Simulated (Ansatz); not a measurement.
A computed series for BaTiO3: response to strain

The parent structure is BaTiO$_{3}$ in the cubic perovskite structure (space group Pm-3m, No. 221; a = 3.9346 Å). Axes: x, y, z lie along the cube axes.

Strains are applied to the cell and any free atomic positions relax; under biaxial strain the out-of-plane vector relaxes too.

Method: Ansatz (an electronic-structure program) LDA, spin-orbit coupling left out.

```json
[
 {"biaxial strain, plane normal [001], relaxed out of plane (%)": "0", "out-of-plane strain (%)": "0.00"},
 {"biaxial strain, plane normal [001], relaxed out of plane (%)": "0.6", "out-of-plane strain (%)": "?"},
 {"biaxial strain, plane normal [001], relaxed out of plane (%)": "1.2", "out-of-plane strain (%)": "-0.79"},
 {"biaxial strain, plane normal [001], relaxed out of plane (%)": "1.8", "out-of-plane strain (%)": "-1.17"},
 {"biaxial strain, plane normal [001], relaxed out of plane (%)": "2.4", "out-of-plane strain (%)": "-1.53"}
]
```

Task: Fit ε⊥ = −νε + γε² (strains in %) to the rows shown and predict the withheld row.

Result: Least squares on the printed values gives ν = 0.68 (the biaxial Poisson response) and γ = 0.018 (largest residual 0.00 %); this predicts -0.40 %, and the run gives -0.40 %, in agreement.

Stability against distortions was not tested. All final runs are without spin polarisation. Many cubic perovskites are stable only at high temperature; tilts and polar distortions were not tested. This is not the structure that BaTiO3 has at room temperature and ambient pressure.
